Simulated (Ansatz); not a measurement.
The parent structure is Mg₂Sn (space group Fm-3m, No. 225; a = 6.746 Å).

The change: every Sn is replaced by Si, then cell and atoms are relaxed.

Levels (all Ansatz, an electronic-structure program, PAW, earlier PAW set): PBEsol (420 eV, spin-orbit coupling left out); HSE06+SOC (420 eV, with spin-orbit coupling).

The geometry is relaxed with PBEsol.

| Item | Result |
|---|---|
| PBEsol lowest conduction level above the VBM at special points | X 0.12 eV; U 0.65 eV; K 0.65 eV; Γ 1.88 eV |
| PBEsol valence-band top at Γ | 0.00, 0.00, 0.00 eV |

How does going to HSE06+SOC change the lowest conduction level above the VBM at special points and valence-band top at Γ?

The lowest conduction level above the VBM at special points changes from X 0.12 eV; U 0.65 eV; K 0.65 eV; Γ 1.88 eV to X 0.55 eV; U 1.13 eV; K 1.13 eV; Γ 2.56 eV; the valence-band top at Γ (three highest Kramers pairs, from the VBM) becomes 0.00, 0.00, -0.04 eV (PBEsol: 0.00, 0.00, 0.00 eV). The threefold valence maximum splits by Δso ≈ 36 meV.

Single points use the geometry relaxed with PBEsol. The hybrid gap comes from the SCF mesh plus the semilocal run's edge points and a few special points and is an upper bound. The spin-orbit shifts are approximate. The levels and masses belong to the bands next to the band gap. No phonon test of stability was made.
